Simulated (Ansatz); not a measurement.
Relaxation of the outer planes of the (11-21) surface of hcp Mg in its 1x1 cell, outermost plane spacing 0.76 Å in the ideal cut.

These are PBE (plane waves to 420 eV, PAW; Ansatz, an electronic-structure program) values and carry that method's errors.

Set-up: 14 atoms, 9.9 Å thick at the start (thin: gaps and levels are the slab's own); mesh 8x7x1; 0.1 eV smearing; dipole correction on; all atoms relaxed; start symmetry kept, larger cells not searched; no spin, no spin-orbit, no U.

| plane | atoms | bulk spacing to the next (Å) | relaxed spacing (Å) | change (%) | rumpling (Å) |
|---|---|---|---|---|---|
| 1 | Mg | 0.764 | … | … | 0.00 |
| 2 | Mg | 0.764 | 0.736 | -3.7 | 0.00 |

### Question
What belongs in the gaps?

### Answer

- 1, relaxed spacing (Å): 0.574
- 1, change (%): -24.9
